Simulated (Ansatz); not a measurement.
Input for (Zn,Sn)N alloy cell SnZnN2 (wurtzite start):

Ansatz 0.2 input:
```yaml
crystal:
  lattice:
    - [6.831152057, 0.001331403, 0.000033798]
    - [-3.414422993, 5.91386942, -0.000046873]
    - [0.000054678, -0.000055954, 11.039343562]
  atoms:
    - { symbol: Sn, position: [0.165011971, 0.333899846, -0.010558814] }
    - { symbol: Sn, position: [0.164433161, 0.337382034, 0.506765172] }
    - { symbol: Sn, position: [0.158288711, 0.827958743, -0.013414927] }
    - { symbol: Sn, position: [0.163116778, 0.827197123, 0.512019012] }
    - { symbol: Zn, position: [0.670350323, 0.339669962, -0.015718753] }
    - { symbol: Zn, position: [0.672826651, 0.339032449, 0.511421523] }
    - { symbol: Zn, position: [0.668631859, 0.828832221, -0.010138309] }
    - { symbol: Zn, position: [0.664050443, 0.829405051, 0.509596536] }
    - { symbol: Sn, position: [0.333183141, 0.165680221, 0.248559769] }
    - { symbol: Zn, position: [0.341077229, 0.165158396, 0.747104903] }
    - { symbol: Zn, position: [0.341232654, 0.671471858, 0.253314789] }
    - { symbol: Zn, position: [0.341792129, 0.676102225, 0.747351914] }
    - { symbol: Sn, position: [0.830208109, 0.159862831, 0.252962611] }
    - { symbol: Sn, position: [0.825982769, 0.161901783, 0.746218455] }
    - { symbol: Sn, position: [0.83168487, 0.671258937, 0.251613915] }
    - { symbol: Zn, position: [0.827557388, 0.66519251, 0.750289201] }
    - { symbol: N, position: [0.16768133, 0.336326523, 0.18738371] }
    - { symbol: N, position: [0.170430927, 0.334317167, 0.692734773] }
    - { symbol: N, position: [0.16930082, 0.831467529, 0.186038557] }
    - { symbol: N, position: [0.168486816, 0.834831556, 0.695610079] }
    - { symbol: N, position: [0.667815143, 0.333263751, 0.185421801] }
    - { symbol: N, position: [0.665606549, 0.334918238, 0.689555388] }
    - { symbol: N, position: [0.664585024, 0.83289667, 0.185686034] }
    - { symbol: N, position: [0.665185138, 0.830093123, 0.688292971] }
    - { symbol: N, position: [0.333232941, 0.166531992, 0.437008235] }
    - { symbol: N, position: [0.336801648, 0.169175381, 0.941308719] }
    - { symbol: N, position: [0.331460047, 0.665697676, 0.436832359] }
    - { symbol: N, position: [0.337270861, 0.66861864, 0.93802862] }
    - { symbol: N, position: [0.832316809, 0.167187028, 0.438546169] }
    - { symbol: N, position: [0.829593577, 0.164530769, 0.941260158] }
    - { symbol: N, position: [0.833624289, 0.666307097, 0.436690526] }
    - { symbol: N, position: [0.827179902, 0.663830663, 0.940214904] }
basis:
  ecutwfc: 420
  ecutrho_ratio: 4
  xc_grid: 2
kpoints:
  mp_grid: { grid: [4, 4, 2] }
hamiltonian:
  xc: pbe
  dispersion: none
  pseudopotentials: { kind: paw }
scf:
  n_extra_bands: 21
  occupations: { method: fermi_dirac, width: 0.01 }
output:
  forces: true
  stress: true
  eigenstates:
    kpoints:
      - [0.0, 0.0, 0.0]
      - [-0.333333, -0.333333, 0.0]
    e_range: [-4.0, 6.0]
    localisation: true
relax:
  f_tol: 0.03
  max_steps: 90
  cell: { stress_tol: 0.15 }
```

Method: PBE (plane waves to 420 eV, PAW; Ansatz, a quantum-chemistry and plane-wave program). No spin–orbit coupling. Its k-point mesh 4×4×2, Fermi–Dirac width 0.01 eV.

Problem. Write the closing report of this run, without the band table and long remarks, to eight decimals at most.

Solution. 
```
SCF converged after 7 iterations
Free energy (F): -80886.144370 eV
Harris-Foulkes:  -80886.144370 eV  (|F-HF|=9.60e-10)
Internal energy: -80886.143507 eV  (E = F + TS)
E sigma→0 (E₀):  -80886.143938 eV
Entropy (-TS):   -0.000863 eV (-0.027 meV/atom)
Fermi energy:    10.031406 eV
--- Per-component energies (eV) ---
  E_band       = -142.002258
  E_kinetic    = 4606.122650
  E_local      = -23118.014115  (includes V_loc(G=0)·N_el)
  E_nonlocal   = 5413.475318
  E_hartree    = 10874.497688
  E_xc         = -5095.954790
  E_vxc        = -2380.434473  (∫ρ·V_xc dr)
  E_paw        = -49805.960797  (= ΣΔE_a)
  E_vpaw       = -6412.144781  (= ΣTr[D̂ρ^β])
  E_aug_tail   = -0.001594  (compensation charges beyond the density's cutoff)
  E_ewald      = -23760.307867
  E_smearing   = -0.000863  (= −TS)
  E_closure    = 0.000000  (closes the sum)
  Σ components = -80886.144370   (vs F -80886.144370, Δ=0.00e0)
--- Forces (eV/Å), atoms counted from 1 ---
  atom   1  Sn     0.00361618     0.00359056     0.00673475
  atom   2  Sn     0.00211835    -0.00253350    -0.01250043
  atom   3  Sn     0.00632420     0.00339757     0.01874311
  atom   4  Sn    -0.00342226     0.00120124    -0.02488024
  atom   5  Zn    -0.00204051    -0.00057127    -0.00490284
  atom   6  Zn    -0.00298275     0.00014895    -0.00481201
  atom   7  Zn    -0.00052434    -0.00501941     0.00242748
  atom   8  Zn     0.00071385    -0.00084768    -0.00067698
  atom   9  Sn     0.00436928     0.00022623    -0.01194779
  atom  10  Zn     0.00040868     0.00189803     0.00967598
  atom  11  Zn    -0.00352751    -0.00044154    -0.00865217
  atom  12  Zn    -0.00049021    -0.00083508     0.00883335
  atom  13  Sn    -0.00565350     0.00332124    -0.01405104
  atom  14  Sn    -0.00603509    -0.00176477     0.00993160
  atom  15  Sn     0.00147073    -0.00280446    -0.01491884
  atom  16  Zn    -0.00289865     0.00010808     0.01799351
  atom  17  N      0.00032154     0.00145285     0.00101029
  atom  18  N      0.00501777    -0.00158830     0.00728479
  atom  19  N      0.00468745    -0.00102168    -0.00809892
  atom  20  N     -0.00125549     0.00273840     0.01527088
  atom  21  N      0.00483005    -0.00142670     0.00497957
  atom  22  N     -0.00110679     0.00087958     0.00627460
  atom  23  N     -0.00046094     0.00343760     0.00377141
  atom  24  N      0.00295497    -0.00036536     0.00649256
  atom  25  N     -0.00175890     0.00099450     0.00863995
  atom  26  N     -0.00182965     0.00085326    -0.01553722
  atom  27  N     -0.00072693    -0.00158374     0.00356070
  atom  28  N     -0.00221383     0.00028948    -0.00634396
  atom  29  N      0.00247363     0.00062098     0.01119374
  atom  30  N     -0.00224398     0.00175649    -0.00755278
  atom  31  N      0.00219718     0.00257357     0.00222910
  atom  32  N     -0.00233460    -0.00868657    -0.01016522
  max |Σ_I F_I| component: 6.94e-6 eV/Å
--- Stress (GPa, compression-positive) ---
       -0.005484       0.005379       0.005354
        0.005379       0.002571       0.000174
        0.005354       0.000174       0.029327
  P = ⅓ Tr σ = 0.0088 GPa (0.088 kbar)
--- Relaxed structure (4 steps of the walk, 4 accepted, 1 SCFs on fresh bases) ---
  F+E_penalty+E_count = -80886.14436981 eV   max|allowed force component| = 2.488e-2 eV/Å   (the final SCF, on the basis selected at the relaxed cell)
  cell:  # Å, volume = 447.4413 Å³
    - [6.83006762, -0.00375716, -0.00176490]
    - [-3.41828871, 5.92659382, 0.00273728]
    - [-0.00285281, 0.00346251, 11.05716397]
  atoms:
    - { symbol: Sn, position: [0.16843764, 0.33606616, -0.01240913] }
    - { symbol: Sn, position: [0.16898245, 0.34015682, 0.50689745] }
    - { symbol: Sn, position: [0.15965179, 0.82865011, -0.01590882] }
    - { symbol: Sn, position: [0.16394801, 0.82701128, 0.51372463] }
    - { symbol: Zn, position: [0.67327112, 0.34085200, -0.01573499] }
    - { symbol: Zn, position: [0.67421408, 0.34021857, 0.51033055] }
    - { symbol: Zn, position: [0.67094061, 0.83236594, -0.00716566] }
    - { symbol: Zn, position: [0.66605178, 0.83015822, 0.50898053] }
    - { symbol: Sn, position: [0.33253047, 0.16483086, 0.24789885] }
    - { symbol: Zn, position: [0.34029845, 0.16655683, 0.74462521] }
    - { symbol: Zn, position: [0.33812143, 0.67044083, 0.25327306] }
    - { symbol: Zn, position: [0.34114512, 0.67337671, 0.74534188] }
    - { symbol: Sn, position: [0.82919148, 0.15946547, 0.25452240] }
    - { symbol: Sn, position: [0.81851049, 0.15715133, 0.74522145] }
    - { symbol: Sn, position: [0.83100510, 0.67005142, 0.25219869] }
    - { symbol: Zn, position: [0.82319751, 0.66185751, 0.74981480] }
    - { symbol: N, position: [0.16636395, 0.33563259, 0.18561995] }
    - { symbol: N, position: [0.16629502, 0.33237181, 0.69332036] }
    - { symbol: N, position: [0.16790244, 0.83104644, 0.18496483] }
    - { symbol: N, position: [0.16425299, 0.83251904, 0.69750325] }
    - { symbol: N, position: [0.66782370, 0.33305526, 0.18677263] }
    - { symbol: N, position: [0.66463408, 0.33605968, 0.68922220] }
    - { symbol: N, position: [0.66193609, 0.83179679, 0.18666736] }
    - { symbol: N, position: [0.66411603, 0.82664539, 0.68872217] }
    - { symbol: N, position: [0.33427890, 0.16676180, 0.43769182] }
    - { symbol: N, position: [0.34014704, 0.16963119, 0.94059919] }
    - { symbol: N, position: [0.33595138, 0.66958350, 0.43717324] }
    - { symbol: N, position: [0.34117754, 0.67145596, 0.93752786] }
    - { symbol: N, position: [0.83445117, 0.16715370, 0.44117122] }
    - { symbol: N, position: [0.83073617, 0.16508690, 0.93894245] }
    - { symbol: N, position: [0.83395920, 0.66734658, 0.43918349] }
    - { symbol: N, position: [0.82647679, 0.66464330, 0.94130708] }
```

Cost: about 9 core-minutes (a rough figure).
